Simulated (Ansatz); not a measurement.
Consider TaN (space group Pm-3m, No. 221; a hypothetical phase, not in the database extracts checked).

```yaml
crystal:
  lattice:
    - [4.21319, 0.00000, 0.00000]
    - [0.00000, 4.21319, 0.00000]
    - [0.00000, 0.00000, 4.21319]
  atoms:
    - { symbol: Ta, position: [0.00000, 0.50000, 0.50000] }
    - { symbol: Ta, position: [0.50000, 0.00000, 0.50000] }
    - { symbol: Ta, position: [0.50000, 0.50000, 0.00000] }
    - { symbol: N, position: [0.50000, 0.00000, 0.00000] }
    - { symbol: N, position: [0.00000, 0.50000, 0.00000] }
    - { symbol: N, position: [0.00000, 0.00000, 0.50000] }
```

Levels (all Ansatz, a quantum-chemistry and plane-wave program, PAW): PBEsol (420 eV, spin-orbit coupling left out); r2SCAN (500 eV, without spin-orbit coupling).

The geometry is relaxed with PBEsol.

PBEsol pressure: 0.0 GPa

With r2SCAN at the same geometry, the pressure goes from zero to 3.5 GPa.

Single points use the geometry relaxed with PBEsol. Their cutoffs differ, which shifts pressures a little. No phonon test of stability was made. The final runs are not spin-polarised.
